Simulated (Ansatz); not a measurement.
Checking a run of Ansatz (a quantum-chemistry and plane-wave program) on FeNi3 (Pmmn, 8 atoms in the cell). The aim is a self-consistent single point with DFT, PBEsol, plane waves, PAW files made with PBE.

Cell that was meant: a = 4.0667 Å, b = 5.0099 Å, c = 4.3487 Å, α = 90.00°, β = 90.00°, γ = 90.00°.

Part of the input:

Ansatz 0.2 input:
```yaml
    - { symbol: Ni, position: [0.000000, 0.253450, 0.332140], spin: 2.0 }
    - { symbol: Ni, position: [0.000000, 0.746550, 0.332140], spin: 2.0 }
basis:
  ecutwfc: 65.0
kpoints:
  mp_grid: { grid: [5, 4, 5] }
hamiltonian:
[...]
magnetization:
  spin_polarized: true
scf:
  occupations: { method: cold, width: 0.2 }
output:
  forces: true
  eigenvalues: true
```

Output (repeated stretches shortened):

```
   [... lines left out ...]
PAW frozen core: Ni, regenerated for the run's functional, and the local potential with it
Initial density: superposition of atomic densities (chi_scale 0.1, normalization cell)
Starting moments: Σ|m| = 20 μB on 8 of 8 sites
Initial wavefunctions: pseudopotential atomic-orbital guess
Eigensolver: davidson
Functional: x = pbesol(κ = 0.804, μ = 0.12345679012345678), c = pbesol(β = 0.046)
SCF iter   1: F=—  HF=-41051.011143 eV  |F-HF|=—  |Δ(HF+E_count)|=         —  Δρ=1.99e0 (↑1.99e0 ↓1.41e0)  dr2=5.85e3  dr2_m=8.97e1  M=0.554 μB ∫|m|=0.558 μB  β_m=0.30  ethr=3.10e-3  ⟨swp⟩=1.0  Hψ=5704  notcnv=0
Mixer restart at iter 1: flushing history
all-band conjugate gradients solve this SCF's bands
preconditioner: auto → none
   [... lines left out ...]
SCF iter  12: F=—  HF=-35399.343136 eV  |F-HF|=—  |Δ(HF+E_count)|=   8.26e-6  S|Δr|=    0.00e0  Δρ=1.06e-5 (↑1.06e-5 ↓9.75e-6)  dr2=4.75e-7  dr2_m=5.15e-9  M=-0.000 μB ∫|m|=0.000 μB  β_m=1.00  ethr=1.20e-8  ⟨swp⟩=2.0  Hψ=5932  notcnv=0  defer=10
SCF iter  13: F=-35399.343136 eV  HF=-35399.343136 eV  |F-HF|=3.88e-8  |Δ(HF+E_count)|=   2.51e-7  S|Δr|=    0.00e0  Δρ=2.81e-6 (↑2.81e-6 ↓2.75e-6)  dr2=4.32e-8  dr2_m=3.39e-11  M=-0.000 μB ∫|m|=0.000 μB  ethr=7.14e-11  ⟨swp⟩=3.1  Hψ=12502  notcnv=0
SCF 1 converged in 13 iterations: F = -35399.343136 eV  dr2 = 4.32e-8
WARN: the starting moments were not kept: the SCF closed with an absolute magnetisation of 2.5e-6 μB, where they sum to 20 μB in size (8 sites) …
   [... lines left out ...]
Absolute magnetization: 0.0000 μB (∫|ρ↑−ρ↓|, with the PAW one-centre terms)
Free energy (F): -35399.343136 eV
Fermi energy:    47.489030 eV
   [... lines left out ...]
--- Stress (GPa, compression-positive) ---
   -13010.956749      -0.000000      -0.000000
       -0.000000  -12944.889711      -0.000000
       -0.000000      -0.000000  -12974.171984
  P = ⅓ Tr σ = -12976.6728 GPa (-129766.728 kbar)
  The stress holds no Pulay correction (an occupied level lies too near the plane-wave cutoff): it is that at fixed plane waves, as pw.x and ABINIT print it
```

### Question
Can these results be used? Check the input.

### Answer
The run is not sound. The fault is a basis or grid far too coarse for these potentials. Far below the cutoff that the potentials were made for, the basis cannot represent the orbitals near the nuclei, and energies, forces and above all the stress go wrong. To fix it, restore the cutoff that the potentials need and check convergence. The run converged in 13 iterations without an error; against the sound input the free energy rises by 1040 eV/atom, the pressure goes from -9.01 to -12980 GPa, the largest force goes from 0.100 to 16.27 eV/Å and the size of the net moment goes from 1.17 to 0.00 μB/atom.

An input that runs soundly differs in these lines (not the only fix; some lines may just follow from the change or write a value another way):
```diff
-  ecutwfc: 65.0
+  ecutwfc: 420.0 eV
-  occupations: { method: cold, width: 0.2 }
+  occupations: { method: cold, width: 0.2 eV }
```

With that input, the run converged in 18 iterations: free energy E − TS (on the zero of these files) -43728.0427 eV; Fermi level (on the code's own zero) 17.89 eV; pressure -9.01 GPa; largest force (vector length) 0.100 eV/Å; size of the cell's spin moment 9.34 μB (DFT, PBEsol, plane waves, PAW files made with PBE).

On the sound input: the starting cell comes from a database of computed structures (which also holds hypothetical and non-ambient phases and stackings), without a prior relaxation at this level. Its lattice was rescaled by a random factor within 2.5 % of one. The magnetic order is the one reached from the typed start; others were not searched systematically. With a pressure of about -9 GPa the cell is away from its equilibrium volume at this level. Ansatz's pressure includes its estimate of the finite-basis (Pulay) stress.
